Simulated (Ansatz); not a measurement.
# A computed series for Al2Pt: pressure series

The reference is Al₂Pt (space group Fm-3m, No. 225; a = 5.896 Å).

Cell and atoms are relaxed at each pressure.

All numbers come from PBEsol/PAW in Ansatz (a first-principles code), no SOC.

Notes on the quantities. enthalpy: H = E + PV relative to the base's energy.

| case | enthalpy | lattice parameter a |
|---|---|---|
| base | – | 5.896 Å |
| pressure −2 GPa | -0.21 eV/atom | 5.926 Å |
| pressure −1 GPa | -0.11 eV/atom | 5.911 Å |
| pressure 0.9 GPa | +0.10 eV/atom | 5.884 Å |
| pressure 2.1 GPa | +0.22 eV/atom | 5.868 Å |
| pressure 4.5 GPa | +0.47 eV/atom | 5.837 Å |
| pressure 9 GPa | +0.93 eV/atom | 5.785 Å |
| pressure 15 GPa | +1.53 eV/atom | 5.724 Å |
| pressure 22.5 GPa | +2.24 eV/atom | 5.658 Å |
| pressure 30 GPa | +2.94 eV/atom | 5.600 Å |

Load acts through the strain it causes; cell and atoms are relaxed under it. Stability against distortions was not tested. No other phases were tried under pressure. The final runs are not spin-polarised.
